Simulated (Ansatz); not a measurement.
Data:

```
LiCl
1.0
    0.00000     2.63920     2.63920
    2.63920     0.00000     2.63920
    2.63920     2.63920     0.00000
Cl Li
1 1
Direct
  0.00000   0.00000   0.00000
  0.50000   0.50000   0.50000
```

No spin polarisation.

The values are results of PBE/PAW in Ansatz (an electronic-structure program), spin-orbit coupling left out, not measurements. Γ-centred 11×11×11 mesh, Fermi–Dirac width 0.05 eV.

Problem. Predict the band gap, gap character and electron mass.

Solution. The band gap comes out as 5.86 eV. The gap character is direct at Γ and the electron mass is 0.46 mₑ (at Γ).

Load acts through the strain it causes; cell and atoms are relaxed under it. Effective masses come from finite differences of ±0.01 Å⁻¹. Whether these cells are dynamically stable was not tested. The cell was made from LiCl in the rock salt structure (space group Fm-3m, No. 225) by this change: pressure −2 GPa.
